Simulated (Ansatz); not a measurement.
## A computed series for Ag: response to strain

The parent structure is Ag in the fcc (Cu type) structure (space group Fm-3m, No. 225; a = 4.1485 Å).

Strains are applied to the cell and any free atomic positions relax.

The values are results of PBE (Ansatz, a program for electronic structure; PAW; 420 eV plane waves; spin-orbit coupling left out), not measurements.

Notes on the quantities. energy relative to the base: free energy F.

```csv
isotropic strain (%),energy relative to the base (meV/atom)
-2.91,44.1
-1.22,7.2
0,0.0
1.31,?
2.55,26.1
```

Q: Fit ΔE = Aε² + Bε³ (ε in %) to the rows shown and predict the withheld row.

A: Least squares on the printed values gives A = 4.57 and B = -0.22 meV/atom (largest residual 0.0 meV/atom); this predicts 7.4 meV/atom, and the run gives 7.3 meV/atom, in agreement.

Stability against distortions was not tested.
